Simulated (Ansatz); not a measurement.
A user runs Ansatz (a first-principles code) on Co (P6_3/mmc, 4 atoms in the cell) and asks whether the run is sound. The aim is a self-consistent single point with DFT, PBE, plane waves, PAW files.

Cell that was meant: a = 2.5089 Å, b = 2.5089 Å, c = 8.2136 Å, α = 90.00°, β = 90.00°, γ = 120.00°.

Part of the input:

```yaml
crystal:
  lattice:
    - [1.327628, 0.000000, 0.000000]
    - [-0.663814, 1.149760, 0.000000]
    - [0.000000, 0.000000, 4.346449]
  atoms:
    - { symbol: Co, position: [0.000000, 0.000000, 0.000000], spin: 3.0 }
    - { symbol: Co, position: [0.000000, 0.000000, 0.500000], spin: 3.0 }
```

Output (repeated stretches shortened):

```
   [... lines left out ...]
Symmetry: 24 space group operations
Space group: P63/mmc (ITA 194), of the structure as read, at distance tolerance 1.9e-5 Å
Magnetic group: BNS 194.263 (UNI 1493), of the structure as read, at distance tolerance 1.9e-5 Å
k-points: 28 of 300
Initial density: superposition of atomic densities (chi_scale 0.1, normalization cell)
Starting moments: Σ|m| = 12 μB on 4 of 4 sites
Initial wavefunctions: pseudopotential atomic-orbital guess
Eigensolver: davidson
Functional: x = pbe(κ = 0.804, μ = 0.2195149727645171), c = pbe(β = 0.06672455060314922)
SCF iter   1: F=—  HF=-19492.467303 eV  |F-HF|=—  |Δ(HF+E_count)|=         —  Δρ=2.13e0 (↑1.01e0 ↓2.13e0)  dr2=9.12e1  dr2_m=8.05e1  M=0.205 μB ∫|m|=0.205 μB  β_m=0.30  ethr=3.10e-3  ⟨swp⟩=1.0  Hψ=7262  notcnv=0
Mixer restart at iter 1: flushing history
all-band conjugate gradients solve this SCF's bands
preconditioner: auto → none
   [... lines left out ...]
SCF iter  11: F=—  HF=-20113.988669 eV  |F-HF|=—  |Δ(HF+E_count)|=   7.70e-8  Δρ=6.77e-6 (↑6.74e-6 ↓6.77e-6)  dr2=8.75e-9  dr2_m=4.10e-12  M=0.000 μB ∫|m|=0.000 μB  β_m=0.91  ethr=8.90e-11  ⟨swp⟩=4.2  Hψ=6572  notcnv=0  defer=430
SCF iter  12: F=-20113.988669 eV  HF=-20113.988669 eV  |F-HF|=2.18e-9  |Δ(HF+E_count)|=   1.26e-8  Δρ=3.38e-6 (↑3.32e-6 ↓3.38e-6)  dr2=2.01e-9  dr2_m=3.03e-13  M=-0.000 μB ∫|m|=0.000 μB  ethr=1.29e-11  ⟨swp⟩=18.6  Hψ=27359  notcnv=0
SCF 1 converged in 12 iterations: F = -20113.988669 eV  dr2 = 2.01e-9
WARN: the starting moments were not kept: the SCF closed with an absolute magnetisation of 5.1e-7 μB, where they sum to 12 μB in size (4 sites) …
   [... lines left out ...]
Absolute magnetization: 0.0000 μB (∫|ρ↑−ρ↓|, with the PAW one-centre terms)
Free energy (F): -20113.988669 eV
Fermi energy:    128.052880 eV
   [... lines left out ...]
   [... zero for the other atoms too ...]
--- Stress (GPa, compression-positive) ---
    12357.217151       0.000000      -0.000000
        0.000000   12357.217151       0.000000
       -0.000000       0.000000   12281.637994
  P = ⅓ Tr σ = 12332.0241 GPa (123320.241 kbar)
  The stress holds the Pulay correction. Without it, at fixed plane waves, as pw.x and ABINIT print it: P = 11566.2999 GPa
```

### Question
Is anything amiss in this input, and did it matter?

### Answer
The run is not sound. The fault is this: lattice multiplied by the bohr radius once too often. 1 bohr is 0.529 Å, so a mix-up scales every length by 1.89 or 0.529 and the volume by 6.75 or 0.148. To fix it, give the lengths in the unit that the key or card expects. The run converged in 12 iterations without an error; against the sound input the free energy goes up by 97.7 eV/atom, the pressure goes from -5.16 to 12330 GPa and the size of the net moment goes from 1.68 to 0.00 μB/atom.

The sound input it was made from differs as follows (other fixes are possible):
```diff
-    - [1.327628, 0.000000, 0.000000]
-    - [-0.663814, 1.149760, 0.000000]
-    - [0.000000, 0.000000, 4.346449]
+    - [2.508854, 0.000000, 0.000000]
+    - [-1.254427, 2.172731, 0.000000]
+    - [0.000000, 0.000000, 8.213598]
```

With that input, the run converged in 13 iterations: free energy E − TS (on the zero of these files) -20504.6171 eV; Fermi level (on the code's own zero) 18.08 eV; pressure -5.16 GPa; size of the cell's spin moment 6.72 μB (DFT, PBE, plane waves, PAW files).

On the sound input: the starting cell comes from a database of computed structures (which also holds hypothetical and non-ambient phases and stackings), without a prior relaxation at this level. Its lattice was rescaled by a random factor within 2.5 % of one. The magnetic order is the one reached from the typed start; others were not searched systematically. With a pressure of about -5 GPa the cell is away from its equilibrium volume at this level. Ansatz's pressure includes its estimate of the finite-basis (Pulay) stress.
